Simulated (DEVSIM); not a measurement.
Structure: Schottky contact on n-type Ge, at 400 K.

```tsv
layer (left to right)	material	thickness (μm)	Nd (cm⁻³)	τn (s)	τp (s)
1	Ge	0.310	1.7e15	1.5e-7	1.5e-6
```

Left contact: Schottky, work function 4.51 eV, emission velocity 1.1e7 cm/s. Right contact: ohmic. Voltage is applied to the left contact. Recombination: SRH at mid-gap, Auger. Mobility is constant in doping.

The device is made up for the run: typed textbook-type constants, with dimensions and the other settings drawn at random. Values at 300 K; Nc and Nv go as T^1.5, mobilities as T to minus their exponent, the gap by Varshni's rule with the affinity fixed.

```csv
parameter,Ge
gap (eV),0.664
affinity (eV),4
permittivity,16
Nc (cm⁻³),1.04e19
Nv (cm⁻³),6e18
μn (cm²/Vs),3900
μp (cm²/Vs),1900
T exponent of μn,1.66
T exponent of μp,2.33
Cn (cm⁶/s),1e-31
Cp (cm⁶/s),1e-31
Varshni α (eV/K),0.000477
Varshni β (K),235
```

Simulated with DEVSIM: 1D drift-diffusion, Boltzmann statistics, complete ionisation; no tunnelling, impact ionisation, image-force lowering or self-heating. Metal contacts follow the ideal Schottky-Mott rule: no Fermi-level pinning, no interface dipoles.

Tabulate band edges, carrier densities and field at zero bias.

Energies count from the Fermi level of the right contact; mesh points crowd at the junctions.

```json
[
 {"x (μm)": "0.000", "Ec (eV)": "0.510", "Ev (eV)": "-0.114", "n (cm⁻³)": "6.0e12", "p (cm⁻³)": "3.4e17", "field (V/cm)": "-50000"},
 {"x (μm)": "0.005362", "Ec (eV)": "0.487", "Ev (eV)": "-0.137", "n (cm⁻³)": "1.2e13", "p (cm⁻³)": "1.7e17", "field (V/cm)": "-37000"},
 {"x (μm)": "0.01173", "Ec (eV)": "0.466", "Ev (eV)": "-0.158", "n (cm⁻³)": "2.1e13", "p (cm⁻³)": "9.5e16", "field (V/cm)": "-28000"},
 {"x (μm)": "0.01767", "Ec (eV)": "0.451", "Ev (eV)": "-0.173", "n (cm⁻³)": "3.3e13", "p (cm⁻³)": "6.1e16", "field (V/cm)": "-23000"},
 {"x (μm)": "0.03025", "Ec (eV)": "0.427", "Ev (eV)": "-0.197", "n (cm⁻³)": "6.6e13", "p (cm⁻³)": "3.1e16", "field (V/cm)": "-16000"},
 {"x (μm)": "0.04128", "Ec (eV)": "0.411", "Ev (eV)": "-0.213", "n (cm⁻³)": "1.1e14", "p (cm⁻³)": "1.9e16", "field (V/cm)": "-13000"},
 {"x (μm)": "0.05158", "Ec (eV)": "0.399", "Ev (eV)": "-0.225", "n (cm⁻³)": "1.5e14", "p (cm⁻³)": "1.3e16", "field (V/cm)": "-11000"},
 {"x (μm)": "0.07337", "Ec (eV)": "0.378", "Ev (eV)": "-0.246", "n (cm⁻³)": "2.7e14", "p (cm⁻³)": "7.4e15", "field (V/cm)": "-8100"},
 {"x (μm)": "0.08840", "Ec (eV)": "0.367", "Ev (eV)": "-0.257", "n (cm⁻³)": "3.8e14", "p (cm⁻³)": "5.4e15", "field (V/cm)": "-6800"},
 {"x (μm)": "0.1103", "Ec (eV)": "0.354", "Ev (eV)": "-0.270", "n (cm⁻³)": "5.5e14", "p (cm⁻³)": "3.7e15", "field (V/cm)": "-5400"},
 {"x (μm)": "0.1364", "Ec (eV)": "0.342", "Ev (eV)": "-0.282", "n (cm⁻³)": "7.9e14", "p (cm⁻³)": "2.6e15", "field (V/cm)": "-4200"},
 {"x (μm)": "0.1672", "Ec (eV)": "0.330", "Ev (eV)": "-0.294", "n (cm⁻³)": "1.1e15", "p (cm⁻³)": "1.8e15", "field (V/cm)": "-3200"},
 {"x (μm)": "0.1942", "Ec (eV)": "0.323", "Ev (eV)": "-0.301", "n (cm⁻³)": "1.4e15", "p (cm⁻³)": "1.5e15", "field (V/cm)": "-2500"},
 {"x (μm)": "0.2170", "Ec (eV)": "0.317", "Ev (eV)": "-0.307", "n (cm⁻³)": "1.6e15", "p (cm⁻³)": "1.3e15", "field (V/cm)": "-2100"},
 {"x (μm)": "0.2397", "Ec (eV)": "0.313", "Ev (eV)": "-0.311", "n (cm⁻³)": "1.8e15", "p (cm⁻³)": "1.1e15", "field (V/cm)": "-1800"},
 {"x (μm)": "0.2553", "Ec (eV)": "0.310", "Ev (eV)": "-0.314", "n (cm⁻³)": "2.0e15", "p (cm⁻³)": "1.0e15", "field (V/cm)": "-1700"},
 {"x (μm)": "0.2684", "Ec (eV)": "0.308", "Ev (eV)": "-0.316", "n (cm⁻³)": "2.1e15", "p (cm⁻³)": "9.7e14", "field (V/cm)": "-1600"},
 {"x (μm)": "0.2795", "Ec (eV)": "0.306", "Ev (eV)": "-0.318", "n (cm⁻³)": "2.2e15", "p (cm⁻³)": "9.2e14", "field (V/cm)": "-1500"},
 {"x (μm)": "0.2905", "Ec (eV)": "0.305", "Ev (eV)": "-0.319", "n (cm⁻³)": "2.3e15", "p (cm⁻³)": "8.8e14", "field (V/cm)": "-1500"},
 {"x (μm)": "0.2981", "Ec (eV)": "0.304", "Ev (eV)": "-0.320", "n (cm⁻³)": "2.4e15", "p (cm⁻³)": "8.5e14", "field (V/cm)": "-1400"},
 {"x (μm)": "0.3045", "Ec (eV)": "0.303", "Ev (eV)": "-0.321", "n (cm⁻³)": "2.5e15", "p (cm⁻³)": "8.3e14", "field (V/cm)": "-1400"},
 {"x (μm)": "0.3100", "Ec (eV)": "0.302", "Ev (eV)": "-0.322", "n (cm⁻³)": "2.5e15", "p (cm⁻³)": "8.1e14", "field (V/cm)": "-1400"}
]
```
